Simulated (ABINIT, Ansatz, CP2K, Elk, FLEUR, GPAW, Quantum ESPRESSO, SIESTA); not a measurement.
Br (Cmce, 4 atoms in the cell) computed with different codes at matched settings

Self-consistent single point, at a second geometry (lattice scaled by 0.98). First geometry:

```
CELL_PARAMETERS angstrom
      2.25501    -3.35734     0.00000
      2.25501     3.35734     0.00000
      0.00000     0.00000     8.77842
ATOMIC_POSITIONS crystal
  Br 0.86100 0.86100 0.88900
  Br 0.63900 0.63900 0.38900
  Br 0.36100 0.36100 0.61100
  Br 0.13900 0.13900 0.11100
```

Shared settings, as Ansatz (a quantum-chemistry and plane-wave program) writes them: kpoints.mp_grid.grid = 3 3 2; scf.occupations.method = fermi_dirac; scf.occupations.width = 0.0015 Ry. Potentials and cutoffs stand in the table.

```csv
code,model,ΔF from the first geometry (meV/atom),pressure (GPa),largest force (eV/Å),gap on the mesh (eV),cutoff
Quantum ESPRESSO,"PBE, GBRV 1.5 ultrasoft (PBE) pseudopotentials",29.5,3.54,1.296,1.919,40 Ry
GPAW,"PBE, GPAW PAW datasets PBE (gpaw-data 1.0.1)",31.3,3.70,1.365,1.918,550 eV
Ansatz,"PBE, default PAW files",27.5,3.37,1.190,1.930,default
ABINIT,"PBE, norm-conserving pseudopotentials (PseudoDojo nc-sr-05 PBE standard)",27.5,3.36,1.207,1.896,23 Ha
Elk,"PBE, all-electron FP-LAPW, Elk's shipped species files, APW+lo basis with extra local orbitals",28.9,–,1.060,1.930,rgkmax 7.5
SIESTA,"GGA PBE, numerical atomic orbitals DZP, PseudoDojo PBE standard norm-conserving potentials (rewritten from UPF to PSML)",22.7,3.07,1.816,1.859,grid 400 Ry
CP2K,"PBE, GPW, DZVP-MOLOPT-SR-GTH basis, GTH-PBE potentials (GTH_POTENTIALS)",43.9,4.84,1.825,1.827,grid 400 Ry
FLEUR,"PBE, all-electron FLAPW (FLEUR), scalar-relativistic valence",29.1,–,–,1.923,Kmax 4 1/bohr
```

A dash marks a value that a program does not give, or that is left out as unsure.

Gaps are read on the mesh.

The spread over the programs that give each value: ΔF from the first geometry within 21.2 meV/atom; pressure within 1.77 GPa; largest force within 0.765 eV/Å; gap on the mesh within 0.103 eV.

SIESTA and CP2K use small atom-centred bases, whose incompleteness enters pressures, forces and empty levels differently from a plane-wave cutoff. Elk and FLEUR treat all electrons, but the usual bases taken here (sphere radii, linearisation, local orbitals, empty states) were not tested for convergence, so the values are no reference for the others. Ansatz's pressure is given at a fixed set of plane waves, as the other plane-wave codes print theirs. In the pressure, CP2K (by 1.38) lies more than 1 GPa from the median of the plane-wave programs. In the force vectors, GPAW (by 0.114), Elk (by 0.195), SIESTA (by 0.565) and CP2K (by 0.575) lie more than 0.08 eV/Å from the median of the plane-wave programs.

The shared mesh is coarse (it stands for a supercell whose shortest vector is 12 Å), so the values are not converged in it.

The starting cell has typed, rounded lattice constants, without a prior relaxation at this level. Its lattice was rescaled by a random factor within 2.5 % of one. For this run, on top of that: lattice scaled by 0.98.

Keys are those of Ansatz 0.2.
